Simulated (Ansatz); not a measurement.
The starting structures come from a database of crystals and need not be the phases stable at ambient conditions.

By PBEsol, the system below comes out a metal.

A figure of merit of an interconnect metal is its ballistic conductance per area.

Given:

```yaml
crystal:
  lattice:
    - [4.67816, 0.00000, 0.00000]
    - [0.00000, 4.67816, 0.00000]
    - [2.33908, -2.33908, 3.30796]
  atoms:
    - { symbol: Sn, position: [0.25000, 0.25000, 0.50000] }
    - { symbol: Sn, position: [0.75000, 0.75000, 0.50000] }
    - { symbol: Pt, position: [0.00000, 0.00000, 0.00000] }
```

Space group of this cell: Fm-3m. The cell is strained (all lengths scaled by 1.02); by PBEsol its mean pressure is -6.5 GPa.

The current flows along the normal of the first two printed cell vectors, the (001) plane of the conventional cell. No spin-orbit coupling; the value is a mean over 0.1 eV about the Fermi level.

**Question.** Estimate the ballistic conductance per area that PBEsol run with Ansatz (a program for electronic structure) returns for this system.

**Answer.** 0.48 × 10¹⁵ S/m² for both spins.
